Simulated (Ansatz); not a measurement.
Short convergence ladders for Sr2GaSi (Amm2, 4 atoms in the cell)

```
CELL_PARAMETERS angstrom
      4.24356     0.00000     0.00000
      0.00000     2.36850     5.90912
      0.00000    -2.36850     5.90912
ATOMIC_POSITIONS crystal
  Sr 0.50000 0.64347 0.64347
  Sr 0.00000 0.35878 0.35878
  Ga 0.50000 0.93840 0.93840
  Si 0.00000 0.06359 0.06359
```

Base method: LDA (PW92), default PAW files made with PBE (plane waves; Ansatz, a quantum-chemistry and plane-wave program).

Base settings: basis.ecutwfc = 420 eV; kpoints.mp_grid.grid = 8 8 8; hamiltonian.xc = lda; hamiltonian.pseudopotentials = {kind: paw} (the program's default PAW files); scf.occupations.method = gaussian; scf.occupations.width = 0.1 eV.

The count of work is k-points × plane waves × bands × iterations; it is no time. Core times come from one kind of shared machine, to one figure; runs under 30 s give none.

**The k-point mesh at a smearing width of 0.02 eV**

In this ladder: scf.occupations.width = 0.02 eV.

Only quantities that move along the ladder and can be compared are tabulated.

| kpoints.mp_grid.grid | free energy less the last step's (meV/atom) | pressure (GPa) | largest difference of a force vector from the last step's (eV/Å) | count of work / last |
|---|---|---|---|---|
| 3 3 3 | 57.02 | -2.94 | 0.052 | 0.0088 |
| 4 3 3 | 24.05 | -3.13 | 0.039 | 0.013 |
| 4 4 4 | 14.46 | -3.23 | 0.052 | 0.020 |
| 5 5 5 | 5.99 | -3.20 | 0.008 | 0.030 |
| 6 6 6 | 2.69 | -3.15 | 0.026 | 0.057 |
| 7 7 7 | 1.41 | -3.19 | 0.003 | 0.062 |
| 9 8 8 | 0.49 | -3.20 | 0.004 | 0.10 |
| 13 12 12 | 0.16 | -3.19 | 0.006 | 0.33 |
| 18 18 18 | 0.00 | -3.19 | 0.000 | 1.0 |

Coarsest kpoints.mp_grid.grid that holds the free energy within 5 meV/atom of the last step, with all finer ones: 6 6 6, at 0.057 of the last step's count of work; the step before is off by 6.0 meV/atom.

Coarsest kpoints.mp_grid.grid that holds the pressure within 0.2 GPa of the last step, with all finer ones: 4 3 3, at 0.013 of the last step's count of work; the step before is off by 0.24 GPa.

Coarsest kpoints.mp_grid.grid that holds the forces within 0.02 eV/Å of the last step, with all finer ones: 7 7 7, at 0.062 of the last step's count of work; the step before is off by 0.026 eV/Å.

**The width of Fermi-Dirac smearing**

In this ladder: kpoints.mp_grid.grid = 13 13 13; scf.occupations.method = fermi_dirac.

Narrow widths need finer meshes than wide ones, so the last steps can hold mesh noise.

Only quantities that move along the ladder and can be compared are tabulated; pressure and forces are left out, as mesh noise rules them at narrow widths.

| scf.occupations.width | free energy less the last step's (meV/atom) | energy extrapolated to zero width less the last step's (meV/atom) | core time / last (rough) |
|---|---|---|---|
| 1 eV | -972.04 | -5.27 | 2 |
| 0.5 eV | -235.60 | 10.42 | 1 |
| 0.3 eV | -78.36 | 6.02 | 1.0 |
| 0.2 eV | -31.65 | 2.37 | 1 |
| 0.1 eV | -5.91 | 0.24 | 0.9 |
| 0.05 eV | 0.00 | 0.00 | 1 |

Widest scf.occupations.width that holds the energy extrapolated to zero width within 2 meV/atom of the last step, with all finer ones: 0.1 eV; the step before is off by 2.4 meV/atom.

Widest scf.occupations.width that holds the free energy within 5 meV/atom: not settled: the last two steps still differ by 5.9 meV/atom, over half the tolerance, so the ladder does not show it.

The extrapolation to zero width removes most of the smearing's effect on the energy.

**The width of cold smearing**

In this ladder: kpoints.mp_grid.grid = 13 13 13; scf.occupations.method = cold.

Narrow widths need finer meshes than wide ones, so the last steps can hold mesh noise.

Only quantities that move along the ladder and can be compared are tabulated; pressure and forces are left out, as mesh noise rules them at narrow widths.

| scf.occupations.width | free energy less the last step's (meV/atom) | core time / last (rough) |
|---|---|---|
| 1 eV | 22.65 | 1.0 |
| 0.5 eV | 7.28 | 0.9 |
| 0.3 eV | 1.67 | 0.9 |
| 0.2 eV | 0.63 | 0.9 |
| 0.1 eV | 0.05 | 0.9 |
| 0.05 eV | 0.00 | 1 |

Widest scf.occupations.width that holds the free energy within 1 meV/atom of the last step, with all finer ones: 0.2 eV; the step before is off by 1.7 meV/atom.

On the base run: the starting cell comes from a database of computed structures (which also holds hypothetical and non-ambient phases and stackings), without a prior relaxation at this level. Its lattice was rescaled by up to half a per cent. One atom was moved a little off its site on purpose. In the base run, with a pressure of about -3 GPa the cell is away from its equilibrium volume at this level. Ansatz's pressure includes its estimate of the finite-basis (Pulay) stress.

Left out of this page: 4 runs of the series outside the window shown, repeating another row's setting, or not comparable.

Keys are those of Ansatz 0.2.
